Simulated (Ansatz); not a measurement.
```
BeTe
1.0
    0.00000     2.77220     2.77220
    2.77220     0.00000     2.77220
    2.77220     2.77220     0.00000
Be Te
1 1
Direct
  0.00000   0.00000   0.00000
  0.25000   0.25000   0.25000
```

No spin polarisation.

Computed with PBEsol/PAW in Ansatz (a first-principles code), no spin-orbit coupling. Γ-centred 10×10×10 mesh, Fermi–Dirac width 0.05 eV.

Q: What is the computed gap character?

A: Indirect, Γ → X.

Q: What is the computed smallest direct gap?

A: 3.58 eV.

Q: What band gap does the calculation give?

A: 1.75 eV.

With Te present, leaving out spin-orbit coupling can change the band edges. Load acts through the strain it causes; cell and atoms are relaxed under it. Whether these cells are dynamically stable was not tested. The cell was made from BeTe in the zinc blende structure (space group F-43m, No. 216) by this change: pressure 2.1 GPa.
